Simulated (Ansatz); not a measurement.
Structures of equal composition on the (111)B surface of zinc-blende CdTe (Te plane on top): 2x2 O adatom at H3; 2x2 O adatom at T4. The slabs share one bottom face, and each structure is named by its start. These are constructed structures in small cells; real faces may alloy, dewet or reconstruct in larger ones, and not all known structures of the face are among them. Slabs of about 16 Å with all that they carry, Fermi-Dirac smearing of 0.025 eV. Bottom of the slabs: H caps. Relaxed from the named starts with such symmetry as they have, on meshes of like density; energies extrapolated to zero smearing; no spin-orbit coupling, no U. Spin-polarised runs, if any, are marked in brackets, and their order is one that fits the cell; the others ran without spin. Where a second, spin-polarised start was run, the lower counts.

Host crystal: zinc-blende CdTe, with a band gap (PBE, scalar-relativistic without spin-orbit coupling).

Method: PBE (plane waves to 420 eV, PAW; Ansatz, an electronic-structure program).

Rank these by energy per 1x1 cell (lowest first), as PBE gives it.

2x2 O adatom at T4 (0.000 eV (2 O–Te bonds formed; 4 Cd–Te bonds broke), gap 0.55 eV on the mesh), 2x2 O adatom at H3 (0.078 eV (3 O–Te bonds formed; 1 Cd–Te bonds broke), gap 0.55 eV on the mesh)
